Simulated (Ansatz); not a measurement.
Defect: O-vacancy pair (O on one host N site, one N site vacant) in zinc-blende BN, neutral cell. These are PBE, PAW (plane waves to 420 eV; Ansatz, an electronic-structure program) values and carry that method's errors.

Settings: 64 host sites, the relaxed PBE lattice, a 2×2×2 k-point mesh shifted by half a step, smearing 0.01 eV, spin-restricted, no image-charge correction. No zero-point or tunnelling terms. The charge state is imposed; whether it is stable for some Fermi level was not computed. Forms of the defect that were not tried may lie lower.

Barriers: single points on a 3×3×3 k-point mesh shifted by half a step at the bands' geometries.

A. one N atom jumps into the vacancy from a nearby N site (O-vacancy distance between ideal sites 2.56 → 4.44 Å) (strongly reconstructed ends); the atom moves 2.71 Å along (0.54, 0.00, 0.52) of the unit cell; the moving atom starts with neighbours B at 1.52, 2 B at 1.55, B at 1.57 Å and ends with B at 1.50, 2 B at 1.54, B at 1.56 Å; saddle order not checked.
B. one N atom jumps into the vacancy from a nearby N site (O-vacancy distance between ideal sites 2.56 Å throughout) (strongly reconstructed ends); the atom moves 2.59 Å along (-0.51, 0.51, 0.00) of the unit cell; the moving atom starts with neighbours B at 1.52, 2 B at 1.57, B at 1.58 Å and ends with B at 1.52, 2 B at 1.57, B at 1.58 Å; saddle order not checked, on a symmetry element.

A band can be held on a symmetry element, so unchecked saddle points there may be too high.

Problem. Put the candidates in order of forward barrier, lowest first, for PBE, PAW.

Solution. B (5.83 eV), A (6.45 eV)
